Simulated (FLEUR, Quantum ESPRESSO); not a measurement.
Code comparison for CeO2 (Fm-3m, 3 atoms in the cell)

Self-consistent single point, at a second geometry (lattice scaled by 0.98). First geometry:

```
CELL_PARAMETERS angstrom
      0.00000     2.71284     2.71284
      2.71284     0.00000     2.71284
      2.71284     2.71284     0.00000
ATOMIC_POSITIONS crystal
  Ce 0.00000 0.00000 0.00000
  O  0.25000 0.25000 0.25000
  O  0.75000 0.75000 0.75000
```

Shared settings, as Quantum ESPRESSO writes them: occupations = smearing; smearing = fd; degauss = 0.0036749 Ry; K_POINTS = automatic 9 9 9 0 0 0. Potentials and cutoffs stand in the table.

```tsv
code	model	ΔF from the first geometry (meV/atom)	gap on the mesh (eV)	cutoff
Quantum ESPRESSO	PBE, SSSP 1.1.2 efficiency (PBE) pseudopotentials	53.5	2.171	55 Ry
FLEUR	PBE, all-electron FLAPW (FLEUR), scalar-relativistic valence	50.0	2.230	Kmax 4.5 1/bohr
```

Gaps are read on the mesh.

On Quantum ESPRESSO's run: spin-orbit coupling is off. The f electrons are in the valence without U or exact exchange, which can misplace them near the Fermi level. Spin-orbit terms, which matter for f shells, are left out.

The spread over the programs that give each value: ΔF from the first geometry within 3.5 meV/atom; gap on the mesh within 0.059 eV.

FLEUR treats all electrons, but the usual bases taken here (sphere radii, linearisation, local orbitals, empty states) were not tested for convergence, so the values are no reference for the others.

The starting cell has typed, rounded lattice constants, without a prior relaxation at this level. Its lattice was rescaled by a random factor within 2.5 % of one. For this run, on top of that: lattice scaled by 0.98.

Left out of this page: Ansatz (with a known weakness of the program); Elk (failed or unconverged).
